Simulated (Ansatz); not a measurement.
Functionals compared on the (211) surface of fcc Rh in its 1x1 cell, outermost plane spacing 0.78 Å in the ideal cut, in Ansatz (plane waves, PAW). The structure was relaxed with PBE; the other rows are single points on it, each with its references at the same level. Cutoff 420 eV (500 eV for r2SCAN).

Model: 14-atom slab, 10.2 Å thick at the start (thin: gaps and levels are the slab's own), 14x6x1 mesh, Fermi-Dirac 0.1 eV, dipole correction, all atoms relaxed; held to the start's symmetry, so lower structures may exist; no spin, no spin-orbit, no U. These notes are the PBE run's.

```tsv
functional	surface energy (J/m²)	work function of the top face (eV)	rough cost of the single point
PBE	2.38	4.87	–
LDA	3.01	5.25	about 4 core-minutes (a rough figure)
PBEsol	2.81	4.99	around 4 core-minutes (rough)
RPBE	2.11	4.69	very roughly 4 core-minutes
r2SCAN	2.61	4.85	about 8 core-minutes (a rough figure)
```

Ansatz is a quantum-chemistry and plane-wave program.
